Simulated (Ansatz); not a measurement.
The starting structures come from a database of crystals and need not be the phases stable at ambient conditions.

Inside the gap of an insulator the Bloch states are evanescent, with a wavenumber k + iκ along the transport direction.

Here is the system:

```xyz
6
Lattice="5.0634 0.0000 0.0000 0.2153 5.0588 0.0000 2.4241 -2.5294 3.5034" Properties=species:S:1:pos:R:3 pbc="T T T"
Si     0.0000     0.0000     0.0000
Si     2.5317     0.0000     1.7517
O      4.0322    -0.2448     1.2150
O      1.5005    -0.2448     0.5368
O      2.3509     1.5095     2.2885
O      2.2433    -1.0199     2.9667
```

Space group of this cell: I-42d. The cell is taken as given.

Transport runs along the normal of the first two printed cell vectors, the (110) plane of the conventional cell.

The gap is the functional's own. No spin-orbit coupling. Mid-gap values are interpolated on the energy grid.

Q: Predict the band gap and the smallest decay constant κ at mid-gap from r2SCAN (Ansatz, an electronic-structure program).

A: Gap 6.55 eV on a 8×8×8 mesh; κ = 0.557 1/Å, at the zone centre.
